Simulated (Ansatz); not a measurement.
L1₀ (CuAu-type) CuAu, treated with BLYP (PAW; Ansatz, a quantum-chemistry and plane-wave program).

Settings: plane-wave cutoff 520 eV, 20×20×16 k mesh (along the axes of the cell as run), Fermi–Dirac smearing 0.05 eV, no spin polarisation, scalar-relativistic PAW data made under PBE.

Properties against volume:

Shape and atoms are relaxed at each volume.

```csv
V (Å³/atom),P (GPa),c (Å),a (Å)
15.468,4.93,3.533,2.959
15.790,2.30,3.567,2.976
16.112,0.00,3.591,2.996
16.434,-2.02,3.615,3.015
16.757,-3.78,3.638,3.035
```

Note: the cell is over a tenth larger than the published one: the level's own overestimate first of all, though another phase or state, or a fault of the published cell, is possible; the bulk modulus comes from volumes at which shape and atoms were relaxed.
